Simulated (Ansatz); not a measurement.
We consider CsCl-type NiAl, described by PBE-D3(BJ) (plane waves, PAW; Ansatz, an electronic-structure program).

Run with plane-wave cutoff 520 eV, 22×22×22 k mesh, Fermi–Dirac smearing 0.072 eV (set by the program), no spin polarisation, scalar-relativistic PAW data made under PBE.

Cell (relaxed at this level):

```cif
data_AlNi
_chemical_formula_sum 'Al1 Ni1'
_space_group_name_H-M_alt 'P 1'
_space_group_IT_number 1
_cell_length_a 2.85731
_cell_length_b 2.85731
_cell_length_c 2.85731
_cell_angle_alpha 90.000
_cell_angle_beta 90.000
_cell_angle_gamma 90.000
loop_
_space_group_symop_operation_xyz
  'x, y, z'
loop_
_atom_site_label
_atom_site_type_symbol
_atom_site_fract_x
_atom_site_fract_y
_atom_site_fract_z
_atom_site_occupancy
Al1 Al 0.50000 0.50000 0.50000 1
Ni1 Ni 0.00000 0.00000 0.00000 1
```

Q: Give the computed elastic constant C44, Young modulus, elastic constant C11, Voigt–Reuss–Hill shear modulus (Hill average), Voigt–Reuss–Hill bulk modulus and elastic constant C12.

A: 
* **elastic constant C44**: 133 GPa
* **Young modulus**: 213 GPa
* **elastic constant C11**: 226 GPa
* **Voigt–Reuss–Hill shear modulus (Hill average)**: 82.0 GPa
* **Voigt–Reuss–Hill bulk modulus**: 174 GPa
* **elastic constant C12**: 148 GPa

Note: the dispersion coefficients are held fixed in the derivatives.

Elastic constants are with the ions relaxed.

Computing time: very roughly 6 core-minutes.
